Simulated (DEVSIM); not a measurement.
System: Schottky contact on n-type Si, at 300 K.

```csv
layer (left to right),material,thickness (μm),Nd (cm⁻³),τn (s),τp (s)
1,Si,1.10,2.9e15,1.8e-6,1.8e-6
```

Left contact: Schottky, work function 4.57 eV, emission velocity 1e7 cm/s. Right contact: ohmic. Voltage is applied to the left contact. Recombination: SRH at mid-gap, radiative. Mobility is μmin + (μ − μmin)/(1 + (N/Nref)^α).

This is a model device: material constants are rounded textbook-type values typed into the input, and sizes, dopings and lifetimes were drawn at random. Values at 300 K.

```
parameter           Si
-------------  -------
gap (eV)         1.124
affinity (eV)     4.05
permittivity      11.7
Nc (cm⁻³)      2.86e19
Nv (cm⁻³)       3.1e19
μn (cm²/Vs)       1417
μp (cm²/Vs)        470
μn,min              52
μp,min              45
Nref,n          9.7e16
Nref,p          2.2e17
αn                0.68
αp                0.72
B (cm³/s)      4.7e-15
```

Simulated with DEVSIM: 1D drift-diffusion, Boltzmann statistics, complete ionisation; no tunnelling, impact ionisation, image-force lowering or self-heating. Metal contacts follow the ideal Schottky-Mott rule: no Fermi-level pinning, no interface dipoles.

Tabulate band edges, carrier densities and field at -5.0 V on the left contact.

Energies count from the Fermi level of the right contact; mesh points crowd at the junctions.

| x (μm) | Ec (eV) | Ev (eV) | n (cm⁻³) | p (cm⁻³) | field (V/cm) |
|---|---|---|---|---|---|
| 0.000 | 5.520 | 4.396 | 5.0e9 | 2.2e9 | -73000 |
| 0.007893 | 5.463 | 4.339 | 5.1e9 | 2.4e8 | -72000 |
| 0.01826 | 5.388 | 4.264 | 5.1e9 | 1.3e7 | -72000 |
| 0.03189 | 5.290 | 4.167 | 5.1e9 | 330000 | -71000 |
| 0.05910 | 5.098 | 3.974 | 5.2e9 | 20000 | -70000 |
| 0.08554 | 4.915 | 3.791 | 5.3e9 | 20000 | -69000 |
| 0.1203 | 4.678 | 3.554 | 5.4e9 | 21000 | -67000 |
| 0.1814 | 4.275 | 3.151 | 5.7e9 | 21000 | -65000 |
| 0.2463 | 3.866 | 2.742 | 6.0e9 | 21000 | -62000 |
| 0.3315 | 3.357 | 2.233 | 6.4e9 | 22000 | -58000 |
| 0.4435 | 2.738 | 1.614 | 7.0e9 | 23000 | -53000 |
| 0.6331 | 1.817 | 0.693 | 8.3e9 | 25000 | -44000 |
| 0.7506 | 1.328 | 0.204 | 9.5e9 | 27000 | -39000 |
| 0.8401 | 0.996 | -0.128 | 1.1e10 | 29000 | -35000 |
| 0.9245 | 0.717 | -0.407 | 1.2e10 | 31000 | -31000 |
| 0.9724 | 0.573 | -0.551 | 2.0e10 | 33000 | -29000 |
| 1.009 | 0.470 | -0.654 | 3.8e11 | 35000 | -27000 |
| 1.037 | 0.395 | -0.729 | 6.6e12 | 36000 | -26000 |
| 1.065 | 0.322 | -0.802 | 1.1e14 | 38000 | -25000 |
| 1.080 | 0.287 | -0.837 | 4.3e14 | 39000 | -24000 |
| 1.091 | 0.261 | -0.863 | 1.2e15 | 40000 | -24000 |
| 1.100 | 0.238 | -0.886 | 2.9e15 | 40000 | -24000 |
